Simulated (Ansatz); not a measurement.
SiO2: pressure series

Start from SiO2 in the rutile structure (space group P4_2/mnm, No. 136; a = 4.236 Å, c = 2.690 Å).

Cell and atoms are relaxed at each pressure.

Method: Kohn–Sham DFT with the PBE functional, run in Ansatz (an electronic-structure program) with PAW and 420 eV plane waves, no spin-orbit coupling, earlier PAW set.

Two rows of this table had their results exchanged by mistake.

```csv
pressure,volume per atom (Å³),shortest distance (Å),band gap
pressure −2 GPa,8.11,1.776,4.94 eV
pressure −1 GPa,8.08,1.775,5.00 eV
pressure 3 GPa,7.65,1.757,5.82 eV
pressure 7 GPa,7.84,1.766,5.42 eV
pressure 15 GPa,7.95,1.770,5.21 eV
pressure 30 GPa,7.35,1.740,6.50 eV
pressure 50 GPa,7.02,1.720,6.90 eV
pressure 75 GPa,6.70,1.686,6.98 eV
pressure 100 GPa,6.44,1.659,7.03 eV
```

Question: Which two?

Answer: The rows for pressure 3 GPa and pressure 15 GPa: the volume has to fall steadily with pressure, so 7.95 Å³ belongs to pressure 3 GPa and 7.65 Å³ to pressure 15 GPa.

Load acts through the strain it causes; cell and atoms are relaxed under it. Whether these cells are dynamically stable was not tested. No other phases were tried under pressure.
